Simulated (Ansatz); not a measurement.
# CrCuO2 under a change: pressure −2 GPa

The reference is CrCuO2 (space group R-3m, No. 166; a = 3.013 Å, c = 17.112 Å (hexagonal axes); ferromagnetic).

The change: a negative pressure, −2 GPa.

Level of theory: Ansatz (a first-principles code), PBE, PAW, cutoff 420 eV, spin-orbit coupling left out. k-mesh 13×13×13 (Γ-centred); smearing 0.05 eV (Fermi–Dirac).

The volume per atom grows by 0.15 Å³, from 11.21 Å³ to 11.36 Å³ and the density falls by 0.07 g/cm³ (5.46 g/cm³ → 5.39 g/cm³). The lattice parameter a grows by 0.0185 Å, from 3.013 Å to 3.031 Å and the c/a ratio falls by 0.027, from 5.680 to 5.653. The shortest interatomic distance grows by 0.0059 Å to 1.861 Å and the enthalpy H = E + PV relative to the base's energy amounts to -0.14 eV/atom. The band gap drops by 0.01 eV (1.08 eV → 1.07 eV) and the gap character remains indirect, S₂–F (12 % along) → k = (0.077, 0.385, 0.385) in the run's primitive reciprocal basis. The smallest direct gap hardly moves (1.29 eV against 1.30 eV) and the width of the top valence band falls by 0.05 eV (1.69 eV → 1.64 eV). The magnetic state remains ferromagnetic and the largest site moment hardly moves (2.42 μB against 2.44 μB).

Load acts through the strain it causes; cell and atoms are relaxed under it. No phonon test of stability was made. No Hubbard U is applied and the magnetic state is the run's own (CrCuO2 ferromagnetic); small cells can't hold the antiferromagnetic order that many such compounds have, so gaps and moments can be off.
